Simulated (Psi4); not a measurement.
Psi4 1.11, unrestricted PBE/def2-svp: [CH2]CB(CC)CC, charge 0, multiplicity 2, 21 atoms. The geometry is a generated start, not checked to be a minimum at this level.

| Quantity | Result |
|---|---|
| task | energy |
| method | pbe |
| basis | def2-svp |
| memory | 3 GB |
| maxiter | 100 |
| keys of the molecule block | symmetry c1 |
| scf_type | df (default) |
| guess | auto, which took SAD (default) |
| scf_initial_accelerator | adiis (default) |
| e_convergence | 1e-06 (default) |
| d_convergence | 1e-06 (default) |
| dft_radial_points | 75 (default) |
| dft_spherical_points | 302 (default) |
| basis functions | 168 |
| grid points | 441080 |

```xyz
21

C     -0.9137     1.5927     0.4444
C     -1.1453     1.2542    -0.9372
B     -0.0092     0.2818    -0.1423
C     -0.4279    -1.1731     0.3789
C     -1.8967    -1.5728     0.2133
C      1.5146     0.5699    -0.5466
C      2.5666    -0.1347     0.3157
H     -0.3395     2.4764     0.6795
H     -1.6566     1.3296     1.1819
H     -0.7258     1.8844    -1.7063
H     -2.0601     0.7546    -1.2103
H      0.1840    -1.9388    -0.1075
H     -0.1818    -1.2479     1.4451
H     -2.1625    -1.6216    -0.8411
H     -2.0820    -2.5538     0.6496
H     -2.5551    -0.8580     0.7020
H      1.6786     0.2505    -1.5826
H      1.7279     1.6427    -0.5371
H      3.5720     0.1102    -0.0202
H      2.4680     0.1669     1.3556
H      2.4447    -1.2130     0.2653
```

Charge 0 and multiplicity 2 are set for this test and not shown to be the ground state.

One run each on 2 threads. Values of diis_max_vecs tried: 3, 6, 10 (default), 20.

**Question.** Predict the course of the SCF iterations along this series.

**Answer.** Fewest SCF iterations, within one of each other: 6 with 10, 10 (default) with 10, 20 with 10. The count rises to 16 at 3. All converge to one solution.

| diis_max_vecs | SCF iterations | end |
|---|---|---|
| 3 | 16 | same solution |
| 6 | 10 | same solution |
| 10 (default) | 10 | same solution |
| 20 | 10 | same solution |
